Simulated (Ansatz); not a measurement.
Start from CdSe in the zinc blende structure (space group F-43m, No. 216).

```yaml
crystal:
  lattice:
    - [0.00000, 3.06658, 3.06658]
    - [3.06658, 0.00000, 3.06658]
    - [3.06658, 3.06658, 0.00000]
  atoms:
    - { symbol: Cd, position: [0.00000, 0.00000, 0.00000] }
    - { symbol: Se, position: [0.25000, 0.25000, 0.25000] }
```

Cartesian axes are those of the cell as printed.

Calculations: r2SCAN/PAW in Ansatz (a first-principles code), spin-orbit coupling left out.

Base values:

```
Property   Result
--------  -------
Band gap  1.04 eV
```

Modification: uniaxial strain ε_zz = +1.50 %, all other strain components held at zero, atoms relaxed at fixed cell.

Question: What does the calculation give for the band gap after the change?

Answer: The band gap falls by 0.05 eV to 0.99 eV.

Question: Estimate the effect on the stress.

Answer: The stress (xx, yy, zz, yz, xz, xy; compression positive) comes out as (-0.65, -0.65, -0.92, 0.00, 0.00, 0.00) GPa.

Stability against distortions was not tested.
